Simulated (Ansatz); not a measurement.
Functionals compared on the (30-32) surface of hcp Os in its 1x1 cell, outermost plane spacing 0.75 Å in the ideal cut, in Ansatz (plane waves, PAW). The structure was relaxed with PBE; the other rows are single points on it, each with its references at the same level. Cutoff 420 eV (500 eV for r2SCAN).

Set-up: 30 atoms, 10.5 Å thick at the start (thin: gaps and levels are the slab's own); mesh 14x3x1; 0.1 eV smearing; dipole correction on; all atoms relaxed; start symmetry kept, larger cells not searched; no spin, no spin-orbit, no U. These notes are the PBE run's.

```tsv
functional	surface energy (J/m²)	work function of the top face (eV)	rough cost of the single point
PBE	3.56	5.19	–
LDA	4.13	5.52	very roughly 10 core-minutes
PBEsol	3.99	5.31	roughly 11 core-minutes
RPBE	3.33	5.04	very roughly 13 core-minutes
r2SCAN	3.83	5.24	very roughly 24 core-minutes
```

Ansatz is a quantum-chemistry and plane-wave program.
